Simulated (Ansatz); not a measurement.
Take CdTe in the zinc blende structure (space group F-43m, No. 216; a = 6.409 Å) as the base. Axes: x, y, z lie along the cube axes.

Structures relaxed with LDA/PAW in Ansatz (an electronic-structure program), no SOC.

Base:

Simulated powder pattern, Cu Kα1, λ = 1.54056 Å (kinematic, ideal powder, no thermal factors, no anomalous dispersion; the 10 strongest lines at most, above 2 %, up to 2θ = 90°):

```
2θ (°)  I/Imax (%)    hkl
------  ----------  -----
24.03          100  (111)
39.75           79  (220)
46.99           48  (311)
57.47           13  (400)
63.19           19  (331)
72.15           26  (422)
77.30           14  (333)
85.67          8.4  (440)
```

After one change:

Simulated powder pattern, Cu Kα1, λ = 1.54056 Å (kinematic, ideal powder, no thermal factors, no anomalous dispersion; the 10 strongest lines at most, above 2 %, up to 2θ = 90°):

```csv
2θ (°),I/Imax (%)
23.94,95
24.13,96
39.51,25
39.75,100
39.99,25
46.83,31
47.14,30
57.47,25
71.83,17
72.47,16
```

Problem. Name the change that was made.
(A) tensor shear ε_xy = +0.57 %
(B) tensor shear ε_xy = +1.71 %
(C) tensor shear ε_xy = +2.00 %
(D) tensor shear ε_xy = +1.14 %

Solution. A, tensor shear ε_xy = +0.57 %. Its volume per atom is 32.90 Å³ against 32.90 Å³, and its space group is Imm2 (No. 44).

The cells carry an imposed strain or load. No phonon test of stability was made.
